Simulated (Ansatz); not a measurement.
Al, pressure series

Start from Al (space group P6_3/mmc, No. 194; a cell from a computed database, its experimental status unchecked).

```yaml
crystal:
  lattice:
    - [2.82938, 0.00000, 0.00000]
    - [-1.41469, 2.45032, 0.00000]
    - [0.00000, 0.00000, 9.36910]
  atoms:
    - { symbol: Al, position: [0.00000, 0.00000, 0.00000] }
    - { symbol: Al, position: [0.00000, 0.00000, 0.50000] }
    - { symbol: Al, position: [0.33333, 0.66667, 0.25000] }
    - { symbol: Al, position: [0.66667, 0.33333, 0.75000] }
```

Cell and atoms are relaxed at each pressure.

Level of theory: PBEsol (Ansatz, a quantum-chemistry and plane-wave program), no spin-orbit coupling.

```
pressure (GPa)  volume per atom (Å³/atom)
--------------  -------------------------
-1                                 16.446
0                                  16.239
0.3                                16.180
0.7                                16.103
1.5                                15.952
3                                  15.693
5                                       ?
7.5                                15.024
10                                 14.711
```

Q: Fit the third-order Birch–Murnaghan form P(V) = (3B₀/2)[(V₀/V)^(7/3) − (V₀/V)^(5/3)]·[1 + (3/4)(B₀′ − 4)((V₀/V)^(2/3) − 1)] (squares taken in P) to the rows shown and predict the withheld row.

A: Least squares on the printed values gives V₀ = 16.239 Å³/atom, B₀ = 81.1 GPa, B₀′ = 4.5; this predicts 15.377 Å³/atom, and the run gives 15.376 Å³/atom, in agreement.

Load acts through the strain it causes; cell and atoms are relaxed under it. Whether these cells are dynamically stable was not tested. Competing high-pressure phases were not computed. This is not the structure that Al has at room temperature and ambient pressure.
